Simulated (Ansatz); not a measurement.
**Convergence study of the k-point mesh at a smearing width of 0.05 eV for ReTc (P3m1, 2 atoms in the cell)**

```
ReTc
1.0
    2.74105     0.00000     0.00000
   -1.37053     2.37382     0.00000
    0.00000     0.00000     4.42695
Tc Re
1 1
Direct
  0.66667   0.33333   0.01129
  0.00000   0.00000   0.50000
```

Level of theory: PBEsol, default PAW files made with PBE (plane waves; Ansatz, an electronic-structure program).

Base settings: basis.ecutwfc = 500 eV; kpoints.mp_grid.grid = 14 14 8; hamiltonian.xc = pbesol; hamiltonian.pseudopotentials = {kind: paw} (the program's default PAW files); scf.occupations.method = fermi_dirac; scf.occupations.width = 0.1 eV.

In this ladder: scf.occupations.width = 0.05 eV.

The second cell is the first with its lattice scaled by 0.98.

Only quantities that move along the ladder and can be compared are tabulated.

The count of work is k-points × plane waves × bands × iterations; it is no time. Core times come from one kind of shared machine, to one figure; runs under 30 s give none.

The starting cell comes from a database of computed structures (which also holds hypothetical and non-ambient phases and stackings), without a prior relaxation at this level. Its lattice was rescaled by up to half a per cent. One atom was moved a little off its site on purpose. Spin polarisation is off. Ansatz's pressure includes its estimate of the finite-basis (Pulay) stress.

Steps (kpoints.mp_grid.grid): 5 5 3; 6 6 3; 7 7 4; 9 9 5; 10 10 6; 12 12 7; 15 15 8; 18 18 10; 22 22 12; 27 27 15; 33 33 18.

### Question
What is the coarsest kpoints.mp_grid.grid that holds the free energy within 5 meV/atom of the last step, with all finer ones?

### Answer
9 9 5, at 0.028 of the last step's count of work; the step before is off by 8.3 meV/atom.

### Question
What is the coarsest kpoints.mp_grid.grid that holds the energy of the compressed cell less the first within 2 meV/atom of the last step, with all finer ones?

### Answer
7 7 4, at 0.014 of the last step's count of work; the step before is off by 3.4 meV/atom.

### Question
What is the coarsest kpoints.mp_grid.grid that holds the pressure within 0.5 GPa of the last step, with all finer ones?

### Answer
7 7 4, at 0.014 of the last step's count of work; the step before is off by 0.57 GPa.

```csv
kpoints.mp_grid.grid,free energy less the last step's (meV/atom),energy of the compressed cell less the first (meV/atom),pressure (GPa),largest difference of a force vector from the last step's (eV/Å),count of work / last,core time / last (rough)
5 5 3,-46.31,36.97,-4.25,0.253,0.0059,–
6 6 3,-1.30,50.58,-1.93,0.098,0.0084,–
7 7 4,-8.25,47.17,-2.49,0.217,0.014,–
9 9 5,3.47,47.73,-2.40,0.065,0.028,–
10 10 6,-0.72,46.69,-2.57,0.048,0.044,–
12 12 7,3.21,48.71,-2.23,0.024,0.062,–
15 15 8,2.87,47.73,-2.37,0.015,0.11,–
18 18 10,0.69,47.11,-2.49,0.001,0.18,–
22 22 12,-0.32,47.11,-2.51,0.002,0.31,0.3
27 27 15,0.20,47.18,-2.48,0.002,0.57,0.6
33 33 18,0.00,47.16,-2.49,0.000,1.0,1
```

The energy difference between the two cells stays within 1 meV/atom of the last step's from 15 15 8 on, the total only from 18 18 10 on: much of the error is common to both cells and cancels.

Two neighbours can agree and both be off: 12 12 7 and 15 15 8 differ by 0.34 meV/atom in the free energy, yet lie about 2.9 meV/atom from the last step.

Keys are those of Ansatz 0.2.
